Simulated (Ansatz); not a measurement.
# Hypothetical zinc blende CoO: Co → Tl

Take CoO in the zinc blende structure (space group F-43m, No. 216; a = 4.542 Å; ferromagnetic; a hypothetical phase, not in the database extracts checked) as the base.

The change: every Co is replaced by Tl; the structure is relaxed again.

The values are results of Ansatz (a program for electronic structure), r2SCAN, PAW, cutoff 500 eV, no SOC, not measurements. Γ-centred 15×15×15 mesh, Fermi–Dirac width 0.05 eV, for the changed cell.

The volume per atom grows by 7.773 Å³ (11.71 Å³ → 19.49 Å³) and the density goes up by 4.08 g/cm³ (5.31 g/cm³ → 9.39 g/cm³). The lattice parameter a increases by 0.840 Å (4.542 Å → 5.382 Å) and the space group is still F-43m (No. 216). The shortest interatomic distance rises by 0.3637 Å, from 1.967 Å to 2.330 Å and the band gap becomes zero (base: 0.32 eV).

Final structure:

```
CELL_PARAMETERS angstrom
      0.00000     2.69095     2.69095
      2.69095     0.00000     2.69095
      2.69095     2.69095     0.00000
ATOMIC_POSITIONS crystal
  O  0.75000 0.75000 0.75000
  Tl 0.00000 0.00000 0.00000
```

Whether these cells are dynamically stable was not tested. As relaxed here, TlO is a hypothetical phase, not in the database extracts checked. No Hubbard U is applied and the magnetic state is the run's own (CoO ferromagnetic); small cells can't hold the antiferromagnetic order that many such compounds have, so gaps and moments can be off. Where the two band edges lie in opposite spin channels, the gap is a spin-flip gap. Spin-polarised in the final run: base; the other runs are not. An odd electron count without spin: TlO.
